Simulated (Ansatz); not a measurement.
Levels about the gap of amorphous Si30N41Li3 (74 atoms in a cell of 816 Å³, 2.93 g/cm³; zone centre alone, so wide bands show as single levels with stretches between that a denser mesh fills), at the geometry that PBE relaxed, where it gives 2.6 GPa on a denser mesh. The participation number counts the atoms over which a state spreads; weights are charges in smoothed Voronoi cells. The levels come from a single point, so bond lengths are those of that geometry. Method of the levels: r2SCAN, scalar-relativistic without spin-orbit coupling (Ansatz, an electronic-structure program). Sampling: the zone centre alone; Fermi-Dirac width 0.02 eV; no spin polarisation. At PBE the levels at the filled edge of the gap are localised (band-tail or defect states), and the nearest spread-out levels lie 2.9 eV apart at the zone centre.

The cell was made by melting and quenching with the CHGNet potential and then relaxed with DFT. N atoms were pushed apart under 1.9 Å during the dynamics, to hinder bonds among them. The hot cell started wider than the set density and was brought back towards it in steps. It is the lowest in DFT energy of 2 quenches. It is a model cell: composition and starting density were chosen by hand, and all elements were melted together. No dispersion term was used. Its density started from a set value of 2.92 and ended at 2.93 g/cm³. Cooling (nominally 380 K/ps over its main leg) ran many orders faster than in experiment, which tends to leave more defects and strain. Values belong to this one cell and scatter from quench to quench. The volume was held where the preparation left it and the shape relaxed, at a PBE pressure of 2.6 GPa. Stress components on the final sampling reach 2.6 GPa.

```tsv
E - E(highest filled), eV	filling	participation number	largest on	weight N	weight Si	weight Li
-1.14	filled	17.2	N, 4 neighbours	0.86	0.11	0.03
-1.06	filled	21.5	N, 3 neighbours	0.87	0.11	0.02
-0.95	filled	17.2	N, 3 neighbours	0.90	0.09	0.01
-0.80	filled	18.8	N, 3 neighbours	0.87	0.11	0.02
-0.68	filled	11.9	N, 3 neighbours	0.89	0.10	0.01
-0.54	filled	7.2	N, 3 neighbours	0.88	0.10	0.02
0.00	filled	4.8	N, 4 neighbours	0.87	0.10	0.03
2.57	empty	14.5	Si, 4 neighbours	0.49	0.49	0.02
3.01	empty	19.0	Si, 4 neighbours	0.43	0.52	0.06
3.52	empty	32.5	Si, 4 neighbours	0.45	0.53	0.02
3.74	empty	42.8	Li, 3 neighbours	0.44	0.49	0.07
3.95	empty	38.5	Si, 4 neighbours	0.44	0.49	0.06
4.00	empty	43.7	Si, 4 neighbours	0.47	0.51	0.03
4.14	empty	35.4	Si, 4 neighbours	0.44	0.52	0.04
```

Most localised among these is the filled level at +0.00 eV, on a N atom, which has 4 neighbours (Si 1.70 Å, Si 1.71 Å, Li 1.84 Å, Li 2.19 Å).
